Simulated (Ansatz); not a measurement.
**S on the O site (S_O) in corundum**

Level of theory: PBE, PAW (plane waves to 420 eV; Ansatz, a quantum-chemistry and plane-wave program). A 2×2×1 supercell of 120 sites was used; the energies come from a 2×2×2 Γ-centred sampling of its zone. Site at the start: the O site. Charged cells carry a point-charge image correction with potential alignment at far atoms. Dielectric constants: PBE linear response of the host. Host gap at this level: 5.85 eV. Finite-size and sampling errors can reach tenths of an eV here. Levels are measured in PBE's own, too narrow, gap. Spin–orbit coupling is left out. Each state is the lowest found from its start.

| charge | moment (μB) | point group | largest move off a lattice site (Å) | image correction with alignment (eV) |
|---|---|---|---|---|
| +1 | 1.0 | C2 | 0.36 | 0.27 |
| 0 | not spin-polarised | C2 | 0.30 | 0.00 |
| −1* | quenched | C2 | 0.30 | – |

* At this level the carrier isn't localised at the defect: at charge −1 electrons occupy the conduction band. Such a state is shallow or no state of the defect, and this cell gives it no level.

Point groups are those of the whole cell at tolerances of 0.03 and 0.1 Å ("near" where only the looser one holds); none is given for unsettled states.

Starting moments that weren't kept: charge −1 began with 1 μB and ended with 0.0.

Transition levels above the valence-band maximum: ε(+1/0) = 0.88 eV. On the lower envelope of the bound states, inside the gap: (+1/0) at 0.88 eV.

Flagged in the runs: a host whose relaxation on this sampling wasn't shown to rest.

All states together cost around 2.6 core-hours (rough).
